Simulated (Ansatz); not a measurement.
## Response to strain in InP

Consider InP in the zinc blende structure (space group F-43m, No. 216; a = 5.8269 Å).

Strains are applied to the cell and any free atomic positions relax.

Computed with LDA/PAW in Ansatz (a first-principles code), no SOC.

Candidates:
(a) isotropic strain −3.00 %
(b) isotropic strain −2.00 %
(c) isotropic strain −1.00 %
(d) isotropic strain +2.00 %

Notes on the quantities. energy relative to the base: free energy F.

**Question.** Order them by energy relative to the base, highest first.

**Answer.** (a) isotropic strain −3.00 % (+50 meV/atom), (b) isotropic strain −2.00 % (+21 meV/atom), (d) isotropic strain +2.00 % (+18 meV/atom), (c) isotropic strain −1.00 % (+5.1 meV/atom)

Stability against distortions was not tested.
